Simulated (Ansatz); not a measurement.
# Pressure series in hypothetical Pm-3n BN

Base system: BN (space group Pm-3n, No. 223; a = 4.4402 Å; a hypothetical phase, not in the database extracts checked).

Cell and atoms are relaxed at each pressure.

Computed with PBE, PAW, 420 eV (Ansatz, an electronic-structure program; scalar-relativistic without spin-orbit coupling).

| P (GPa) | V (Å³/atom) |
|---|---|
| -2.00 | 7.346 |
| -1.00 | 7.320 |
| 0.29 | 7.288 |
| 0.69 | 7.278 |
| 1.50 | 7.258 |
| 3.00 | 7.222 |
| 5.00 | 7.175 |
| 7.50 | 7.118 |
| 10.00 | 7.063 |

**Question.** Fit a third-order Birch–Murnaghan equation of state.

**Answer.** Least squares on P(V) = (3B₀/2)[(V₀/V)^(7/3) − (V₀/V)^(5/3)]·[1 + (3/4)(B₀′ − 4)((V₀/V)^(2/3) − 1)] gives V₀ = 7.30 Å³/atom, B₀ = 292 GPa and B₀′ = 3.7.

Load acts through the strain it causes; cell and atoms are relaxed under it. No phonon test of stability was made. Competing high-pressure phases were not computed.
